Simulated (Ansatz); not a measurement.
Base system: MgO (space group P6_3/mmc, No. 194; a = 3.494 Å, c = 4.194 Å; a cell from a computed database, its experimental status unchecked). Axes: x lies along a and z along c of the hexagonal cell.

Modification: strain tensor (xx, yy, zz, yz, xz, xy) = (+0.06, −0.73, +1.16, +0.77, +0.07, +0.14) %, atoms relaxed at fixed cell.

Levels (all Ansatz, a quantum-chemistry and plane-wave program, PAW): PBEsol (420 eV, scalar-relativistic without spin-orbit coupling); r2SCAN (500 eV, no spin-orbit coupling); HSE06 (420 eV, no SOC).

At the geometry relaxed with PBEsol, these levels gave the following band gaps, in shuffled order: (a) 3.23 eV, (b) 4.95 eV, (c) 4.01 eV.

Problem. Match each gap to its level.

Solution. (a) PBEsol; (b) HSE06; (c) r2SCAN.

Single points use the geometry relaxed with PBEsol. Whether these cells are dynamically stable was not tested. This is not the structure that MgO has at room temperature and ambient pressure.
